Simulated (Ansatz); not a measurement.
The reference is MoS₂ in the 3R-MoS2 type structure (space group R3m, No. 160; a = 3.1754 Å, c = 18.5860 Å (hexagonal axes); layered, stacked along the Cartesian z axis).

The values are results of r2SCAN+rVV10 (Ansatz, a program for electronic structure), no spin-orbit coupling, earlier PAW set, not measurements.

One change was made to it. Results:

| quantity | base | after |
|---|---|---|
| gap character | indirect, T → k = (0.167, -1/2, -0.167) in the run's primitive reciprocal basis | indirect, T → Γ–S₀ (56 % along) |
| smallest direct gap | 1.79 eV | 1.91 eV |
| lattice parameter a | 3.175 Å | 3.110 Å |
| width of the top valence band | 1.81 eV | 2.27 eV |
| hole mass | 0.85 mₑ along k, 0.69 mₑ across (at T) | 1.2 mₑ along k, 0.37 mₑ across (at T) |

Which change produced these results?
A) pressure 10 GPa
B) pressure 0.7 GPa
C) pressure 5 GPa

A, pressure 10 GPa. For comparison, the lattice parameter a in the other runs: pressure 5 GPa gives 3.140 Å; pressure 0.7 GPa gives 3.170 Å.

Load acts through the strain it causes; cell and atoms are relaxed under it. Effective masses come from finite differences of ±0.01 Å⁻¹. Along k means along the line from Γ to the band edge. Stability against distortions was not tested. Competing high-pressure phases were not computed.
